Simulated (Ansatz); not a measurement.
# GaN (space group Pm-3n, No. 223; a hypothetical phase, not in the database extracts checked)

```yaml
crystal:
  lattice:
    - [5.57136, 0.00000, 0.00000]
    - [0.00000, 5.57136, 0.00000]
    - [0.00000, 0.00000, 5.57136]
  atoms:
    - { symbol: Ga, position: [0.25000, 0.00000, 0.50000] }
    - { symbol: Ga, position: [0.50000, 0.25000, 0.00000] }
    - { symbol: Ga, position: [0.50000, 0.75000, 0.00000] }
    - { symbol: Ga, position: [0.75000, 0.00000, 0.50000] }
    - { symbol: Ga, position: [0.00000, 0.50000, 0.75000] }
    - { symbol: Ga, position: [0.00000, 0.50000, 0.25000] }
    - { symbol: N, position: [0.25000, 0.50000, 0.00000] }
    - { symbol: N, position: [0.00000, 0.25000, 0.50000] }
    - { symbol: N, position: [0.00000, 0.75000, 0.50000] }
    - { symbol: N, position: [0.75000, 0.50000, 0.00000] }
    - { symbol: N, position: [0.50000, 0.00000, 0.75000] }
    - { symbol: N, position: [0.50000, 0.00000, 0.25000] }
```

Level of theory: PBE (Ansatz, a quantum-chemistry and plane-wave program), no spin-orbit coupling. Settings: 5×5×5 k-points, 0.05 eV Fermi–Dirac smearing.

| Quantity | Value |
|---|---|
| Volume per atom | 14.41 Å³ |
| Density | 4.82 g/cm³ |
| Band gap | 1.50 eV, direct at Γ |
| Electron mass | 0.19 mₑ |
| Lowest conduction-band minima above the VBM | Γ 1.50 eV |
| Total energy | -2083.828 eV/atom (σ→0; compares only within this code and set-up) |

Effective masses come from finite differences of ±0.01 Å⁻¹. Whether these cells are dynamically stable was not tested.
